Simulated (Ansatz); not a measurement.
The starting structures come from a database of crystals and need not be the phases stable at ambient conditions.

 Where the default PAW files enter, the runs use the earlier of Ansatz's two default sets.

Inside the gap of an insulator the Bloch states are evanescent, with a wavenumber k + iκ along the transport direction.

Input:

```xyz
4
Lattice="4.2140 0.0000 0.0000 0.0000 4.9867 0.0000 2.1070 0.0000 3.6495" Properties=species:S:1:pos:R:3 pbc="T T T"
Sr     2.1070     4.9804     1.2165
Ga     4.2140     2.2061     2.4330
Ge     0.0000     2.7868     0.0000
H      4.2140     0.4707     2.4330
```

Space group of this cell: P3m1. The cell is taken as given; by PBEsol its mean pressure is -1.2 GPa.

Transport runs along the normal of the first two printed cell vectors, the (100) plane of the conventional cell.

No gap correction and no spin-orbit coupling; mid-gap values are interpolated between computed energies.

Compute, with PBEsol in Ansatz (a program for electronic structure), the band gap and the smallest decay constant κ at mid-gap.

Gap 0.45 eV on a 8×6×8 mesh; κ = 0.031 1/Å, at (0.000, 0.500) of the in-plane reciprocal vectors. At the zone centre, at the nearest computed energy, the slowest state has κ = 0.08 1/Å.
